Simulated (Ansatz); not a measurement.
Defect: interstitial Zn in anatase TiO2, charge state +2. The step: a direct jump of one Zn atom; the atom moves 3.08 Å along (0.00, -0.50, 0.25) of the unit cell; the moving atom starts with neighbours 4 O at 1.95 Å and ends with 4 O at 1.95 Å. DFT values are from Ansatz (plane-wave PAW, 420 eV unless said) in a cell of 108 host sites, spin-restricted, static, with no finite-size correction. The charge state is imposed; whether it is stable for some Fermi level was not computed. Sites that were not tried may lie lower. For the PBE band: the saddle point's order was not checked, and it lies on a symmetry element of the cell, where a band can be held.

```tsv
Level	Forward barrier (eV)	Cost of the band or of the saddle's single point
CHGNet universal potential (has no charge state), its own band	0.45	-
PBE, the Γ point alone, band relaxed	0.60	very roughly 28 core-minutes
PBE, a 2×2×2 k-point mesh shifted by half a step, same geometries	0.56	around 9 core-minutes (rough)
r2SCAN at 500 eV, the Γ point alone, same geometries	?	about 2.6 core-minutes (a rough figure)
```

Question: Some entries are withheld; supply them.

Answer: 
- r2SCAN at 500 eV, the Γ point alone, same geometries, Forward barrier (eV): 0.65

Ansatz is a program for electronic structure.
